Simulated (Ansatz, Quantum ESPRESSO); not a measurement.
A Quantum ESPRESSO input for a self-consistent single point of MgTl (Pm-3m, 2 atoms in the cell) (DFT, PBEsol, spin-orbit coupling, plane waves, PseudoDojo fully relativistic norm-conserving (PBESOL) pseudopotentials):

```fortran
&control
   calculation = 'scf'
   prefix = 'pwscf'
   outdir = './work'
   pseudo_dir = './'
   tprnfor = .true.
   tstress = .true.
/
&system
   ibrav = 0
   celldm(1) = 6.87444570
   nat = 2
   ntyp = 2
   ecutwfc = 85
   occupations = 'smearing'
   smearing = 'gauss'
   degauss = 0.019992
   noncolin = .true.
   lspinorb = .true.
/
&electrons
   conv_thr = 1.0d-10
/
ATOMIC_SPECIES
Mg    24.3050  Mg.upf
Tl   204.3800  Tl.upf
ATOMIC_POSITIONS crystal
Mg    0.00000000    0.00000000    0.00000000
Tl    0.50000000    0.50000000    0.50000000
K_POINTS automatic
7 7 7  0 0 0
CELL_PARAMETERS alat
   1.00000000     0.00000000     0.00000000
   0.00000000     1.00000000     0.00000000
   0.00000000     0.00000000     1.00000000
```

Problem. Give the Ansatz (a first-principles code) input for the same structure, mesh, smearing and functional.

Solution. This is the input that was run; spellings and numerical settings could be chosen otherwise.

Ansatz 0.2 input:
```yaml
# MgTl
crystal:
  lattice:
    - [3.637800, 0.000000, 0.000000]
    - [0.000000, 3.637800, 0.000000]
    - [0.000000, 0.000000, 3.637800]
  atoms:
    - { symbol: Mg, position: [0.000000, 0.000000, 0.000000] }
    - { symbol: Tl, position: [0.500000, 0.500000, 0.500000] }
kpoints:
  mp_grid: { grid: [7, 7, 7] }
hamiltonian:
  xc: pbesol
  pseudopotentials: { kind: paw }
magnetization:
  noncollinear: true
  spin_orbit: true
scf:
  occupations: { method: gaussian, width: 0.272 }
output:
  forces: true
  eigenvalues: true
  stress: true
```

Basis, cutoffs, solver keys and any potentials are the target program's own. This input uses DFT, PBEsol with spin-orbit coupling, plane waves, default PAW files made with PBE. Both were run: pressure -1.17 GPa in Quantum ESPRESSO and -1.30 in Ansatz. Ansatz's pressure is the one without its finite-basis correction.

On Ansatz: the starting cell comes from a database of computed structures (which also holds hypothetical and non-ambient phases and stackings), without a prior relaxation at this level.

On Quantum ESPRESSO: the starting cell comes from a database of computed structures (which also holds hypothetical and non-ambient phases and stackings), without a prior relaxation at this level.
